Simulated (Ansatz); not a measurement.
Consider NaI in the rock salt structure (space group Fm-3m, No. 225; a = 6.402 Å). Axes: x, y, z lie along the cube axes.

Method: PBEsol (Ansatz, a quantum-chemistry and plane-wave program), without spin-orbit coupling.

For the base:

| Quantity | Result |
|---|---|
| Band gap | 3.60 eV |

The change: uniaxial strain ε_zz = −1.50 %, all other strain components held at zero; the atoms relax in the strained cell.

How does this affect the energy relative to the base and band gap?

The energy goes up by 0.9 meV/atom; the band gap grows by 0.035 eV (3.60 eV → 3.63 eV).

With I present, leaving out spin-orbit coupling can change the band edges. Stability against distortions was not tested.
